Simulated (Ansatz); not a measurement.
Ansatz (a first-principles code) run on CaGe2Au2 (I4mm, 5 atoms in the cell): self-consistent single point.

Computed with LDA (PW92), default PAW files made with PBE (plane waves; Ansatz).

```xyz
5
Lattice="-2.2185 2.2185 5.1224 2.2185 -2.2185 5.1224 2.2185 2.2185 -5.1224" Properties=species:S:1:pos:R:3 pbc="T T T"
Ca     0.0000     0.0000     0.0500
Ge     0.0000     0.0000     3.9096
Ge     0.0000     0.0000     6.3353
Au     0.0000     2.2185     2.5612
Au     2.2185     0.0000     2.5612
```

Reference input (self-consistent single point, DFT, LDA (PW92), plane waves, default PAW files made with PBE): basis.ecutwfc = 420 eV; kpoints.mp_grid.grid = 5 5 5; hamiltonian.xc = lda; hamiltonian.pseudopotentials = {kind: paw} (the program's default PAW files); scf.occupations.method = gaussian; scf.occupations.width = 0.1 eV. This run's input differs from it in these lines:

Ansatz 0.2 input:
```diff
@@ -13,2 +13,3 @@
   ecutwfc: 420.0
+  ecutrho_ratio: 2
 kpoints:
```

Output (repeated stretches shortened):

```
SCF iter   1: F=—  HF=-35936.422209 eV  |F-HF|=—  |Δ(HF+E_count)|=         —  Δρ=5.35e-3  dr2=1.29e-2  ethr=1.77e-3  ⟨swp⟩=7.3  Hψ=3344  notcnv=0  defer=5
all-band conjugate gradients solve this SCF's bands
preconditioner: auto → LDOS
SCF iter   2: F=—  HF=-35936.422385 eV  |F-HF|=—  |Δ(HF+E_count)|=   1.76e-4  Δρ=2.34e-3  dr2=5.34e-3  ethr=1.70e-5  ⟨swp⟩=2.0  Hψ=1598  notcnv=0  defer=45
   [... lines left out ...]
SCF iter   4: F=—  HF=-35936.419176 eV  |F-HF|=—  |Δ(HF+E_count)|=   2.14e-4  Δρ=1.44e-4  dr2=1.98e-5  ethr=6.27e-7  ⟨swp⟩=2.0  Hψ=1301  notcnv=0  defer=45
SCF iter   5: F=—  HF=-35936.419167 eV  |F-HF|=—  |Δ(HF+E_count)|=   8.71e-6  Δρ=4.33e-5  dr2=1.61e-6  ethr=2.60e-8  ⟨swp⟩=2.0  Hψ=1323  notcnv=0  defer=42
SCF iter   6: F=—  HF=-35936.419167 eV  |F-HF|=—  |Δ(HF+E_count)|=   4.95e-7  Δρ=1.27e-5  dr2=1.29e-7  ethr=2.12e-9  ⟨swp⟩=2.0  Hψ=1302  notcnv=0  defer=42
SCF iter   7: F=-35936.419167 eV  HF=-35936.419167 eV  |F-HF|=6.39e-9  |Δ(HF+E_count)|=   4.39e-8  Δρ=3.47e-6  dr2=1.14e-8  ethr=1.32e-10  ⟨swp⟩=8.4  Hψ=3404  notcnv=0
SCF 1 converged in 7 iterations: F = -35936.419167 eV  dr2 = 1.14e-8
Free energy (F): -35936.419167 eV
Internal energy: -35936.409995 eV  (E = F + TS)
E sigma→0 (E₀):  -35936.414581 eV
Entropy (-TS):   -0.009172 eV (-1.834 meV/atom)
Fermi energy:    13.111097 eV
--- Forces (eV/Å), atoms counted from 1 ---
  atom   1  Ca    -0.00000000     0.00000000    -0.09809767
  atom   2  Ge    -0.00000000    -0.00000000    -0.20903933
  atom   3  Ge     0.00000000     0.00000000     0.23238004
  atom   4  Au     0.00000000     0.00000000     0.03737899
  atom   5  Au    -0.00000000    -0.00000000     0.03737899
--- Stress (GPa, compression-positive) ---
       -2.577492       0.000000      -0.000000
        0.000000      -2.577492       0.000000
       -0.000000       0.000000      -3.537984
  P = ⅓ Tr σ = -2.8977 GPa (-28.977 kbar)
  The stress holds the Pulay correction, which leaves out the density cutoff's part. Without it, at fixed plane waves, as pw.x and ABINIT print it …
settings of this run that can trade accuracy for cost: basis.ecutrho_ratio < 4. Do not mix this run's numbers with those of runs without the same settings …
```

The run converged in 7 iterations. Against the reference run the free energy falls by 11.8 meV/atom, the pressure goes from -3.44 to -2.90 GPa and the largest force goes from 0.243 to 0.232 eV/Å. The full log also holds: “WARN basis.ecutrho_ratio = 2 (ecutrho = 840 eV) is below the records' recommended cutoff”.

The starting cell comes from a database of computed structures (which also holds hypothetical and non-ambient phases and stackings), without a prior relaxation at this level. Its lattice was rescaled by up to half a per cent. One atom was moved a little off its site on purpose. Spin-orbit coupling is off. Ansatz's pressure includes its estimate of the finite-basis (Pulay) stress. The cutoff lies below the one recommended for these files.
